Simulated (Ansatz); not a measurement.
The parent structure is Rh in the fcc (Cu type) structure (space group Fm-3m, No. 225; a = 3.7551 Å; relaxed with 0.1 eV smearing). Axes: x, y, z lie along the cube axes.

Structures relaxed with Ansatz (a program for electronic structure) LDA, no spin-orbit coupling.

Base:

Simulated powder pattern, Co Kα, λ = 1.79026 Å (kinematic, ideal powder, no thermal factors, no anomalous dispersion; the 10 strongest lines at most, above 2 %, up to 2θ = 90°):

```json
[
 {"2θ (°)": "48.77", "I/Imax (%)": "100", "hkl": "(111)"},
 {"2θ (°)": "56.95", "I/Imax (%)": "47", "hkl": "(200)"},
 {"2θ (°)": "84.79", "I/Imax (%)": "31", "hkl": "(220)"}
]
```

One thing is altered: compressive biaxial strain of 2.08 % in the plane normal to [111], as in epitaxy on a mismatched substrate; the out-of-plane cell vector and the atoms relax.

### Question
Predict the new powder pattern.

### Answer

Simulated powder pattern, Co Kα, λ = 1.79026 Å (kinematic, ideal powder, no thermal factors, no anomalous dispersion; the 10 strongest lines at most, above 2 %, up to 2θ = 90°):

| 2θ (°) | I/Imax (%) | hkl |
|---|---|---|
| 48.16 | 37 | (111) |
| 49.69 | 100 | (1 1 -1) |
| 57.59 | 64 | (200) |
| 84.72 | 22 | (220) |
| 87.03 | 21 | (2 0 -2) |

The indices refer to the base's conventional cell; one index is shown for lines that coincide. The space group is now R-3m (No. 166).

Stability against distortions was not tested. The final runs are not spin-polarised.
